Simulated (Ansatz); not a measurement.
Input and output of a self-consistent single point for TlGeCl3 (Cm, 5 atoms in the cell) (Ansatz, an electronic-structure program).

Level of theory: LDA (PW92), default PAW files made with PBE (plane waves; Ansatz).

```yaml
crystal:
  lattice:
    - [3.77602, -3.72119, 0.00000]
    - [3.77602, 3.72119, 0.00000]
    - [-0.10040, 0.00000, 5.29437]
  atoms:
    - { symbol: Tl, position: [0.98922, 0.98922, 0.00042] }
    - { symbol: Ge, position: [0.48050, 0.48050, 0.53254] }
    - { symbol: Cl, position: [0.02002, 0.49696, 0.52311] }
    - { symbol: Cl, position: [0.49696, 0.02002, 0.52311] }
    - { symbol: Cl, position: [0.50313, 0.50313, 0.99439] }
```

Reference input (self-consistent single point, DFT, LDA (PW92), plane waves, default PAW files made with PBE): basis.ecutwfc = 420 eV; kpoints.mp_grid.grid = 5 5 5; hamiltonian.xc = lda; hamiltonian.pseudopotentials = {kind: paw} (the program's default PAW files); scf.occupations.method = fixed. This run's input differs from it in these lines:

Ansatz 0.2 input:
```diff
@@ -15,3 +15,3 @@
 kpoints:
-  mp_grid: { grid: [5, 5, 5] }
+  mp_grid: { grid: [7, 7, 7] }
 hamiltonian:
```

Log, with long lists cut:

```
SCF iter   1: F=—  HF=-18498.359167 eV  |F-HF|=—  |Δ(HF+E_count)|=         —  Δρ=5.54e-3  dr2=5.23e-2  ethr=1.77e-3  ⟨swp⟩=4.6  Hψ=10564  notcnv=0  defer=176
all-band conjugate gradients solve this SCF's bands
preconditioner: auto → Resta (q_TF=auto, 2.259 Å⁻¹)
SCF iter   2: F=—  HF=-18498.340872 eV  |F-HF|=—  |Δ(HF+E_count)|=   1.83e-2  Δρ=2.71e-3  dr2=9.24e-3  ethr=1.09e-4  ⟨swp⟩=2.7  Hψ=5497  notcnv=0  defer=299
   [... lines left out ...]
SCF iter   4: F=—  HF=-18498.338162 eV  |F-HF|=—  |Δ(HF+E_count)|=   3.85e-5  Δρ=1.88e-4  dr2=5.14e-5  ethr=1.00e-6  ⟨swp⟩=2.0  Hψ=5141  notcnv=0  defer=252
SCF iter   5: F=—  HF=-18498.338120 eV  |F-HF|=—  |Δ(HF+E_count)|=   4.24e-5  Δρ=7.14e-5  dr2=1.01e-5  ethr=1.07e-7  ⟨swp⟩=2.0  Hψ=5140  notcnv=0  defer=111
SCF iter   6: F=—  HF=-18498.338122 eV  |F-HF|=—  |Δ(HF+E_count)|=   2.04e-6  Δρ=1.44e-5  dr2=5.93e-7  ethr=2.10e-8  ⟨swp⟩=2.4  Hψ=4557  notcnv=0  defer=111
SCF iter   7: F=-18498.338122 eV  HF=-18498.338122 eV  |F-HF|=5.10e-9  |Δ(HF+E_count)|=   2.44e-8  Δρ=3.29e-6  dr2=3.61e-8  ethr=2.08e-10  ⟨swp⟩=11.1  Hψ=15063  notcnv=0
SCF 1 converged in 7 iterations: F = -18498.338122 eV  dr2 = 3.61e-8
Free energy (F): -18498.338122 eV
Internal energy: -18498.338122 eV  (E = F + TS)
E sigma→0 (E₀):  -18498.338122 eV
Fermi energy:    3.889086 eV
--- Forces (eV/Å), atoms counted from 1 ---
  atom   1  Tl    -0.05766819     0.00000000    -0.08400792
  atom   2  Ge    -0.07357441     0.00000000     0.08834942
  atom   3  Cl     0.06184139    -0.04689675     0.03798124
  atom   4  Cl     0.06184139     0.04689675     0.03798124
  atom   5  Cl     0.00755476     0.00000000    -0.08030232
--- Stress (GPa, compression-positive) ---
       -2.885426      -0.000000      -0.026214
       -0.000000      -2.936631       0.000000
       -0.026214       0.000000      -2.880710
  P = ⅓ Tr σ = -2.9009 GPa (-29.009 kbar)
  The stress holds the Pulay correction. Without it, at fixed plane waves, as pw.x and ABINIT print it: P = -2.9124 GPa
```

The run converged in 7 iterations. Against the reference run the free energy rises by 1.6 meV/atom, the pressure hardly changes (-2.94 to -2.90 GPa), the largest force goes from 0.102 to 0.115 eV/Å and the gap on the mesh goes from 2.185 to 1.835 eV.

The starting cell comes from a database of computed structures (which also holds hypothetical and non-ambient phases and stackings), without a prior relaxation at this level. Its lattice was rescaled by up to half a per cent. One atom was moved a little off its site on purpose. Spin-orbit coupling is off. Ansatz's pressure includes its estimate of the finite-basis (Pulay) stress. Another mesh or the band path of this cell gives a smaller gap, so this value is not converged in the mesh.

Cost on one core of a shared machine: roughly 40 s.
